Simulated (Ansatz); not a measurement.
The parent structure is Au in the fcc (Cu type) structure (space group Fm-3m, No. 225; a = 4.083 Å). Axes: x, y, z lie along the cube axes.

Perturbation: tensile biaxial strain of 1.07 % in the plane normal to [111], as in epitaxy on a mismatched substrate; the out-of-plane cell vector and the atoms relax.

Levels (all Ansatz, an electronic-structure program, PAW): PBEsol (420 eV, spin-orbit coupling left out); r2SCAN (500 eV, scalar-relativistic without spin-orbit coupling).

The geometry is relaxed with PBEsol.

- PBEsol pressure = -1.2 GPa

Question: What does r2SCAN give at this geometry for the pressure?

Answer: The pressure goes up by 5.04 GPa, from -1.2 GPa to 3.9 GPa.

Single points use the geometry relaxed with PBEsol. Their cutoffs differ, which shifts pressures a little. Without a gap, meshes like the base's 20×20×20 leave anisotropic stresses uncertain by several tenths of a GPa, and small strain energies with them. Stability against distortions was not tested.
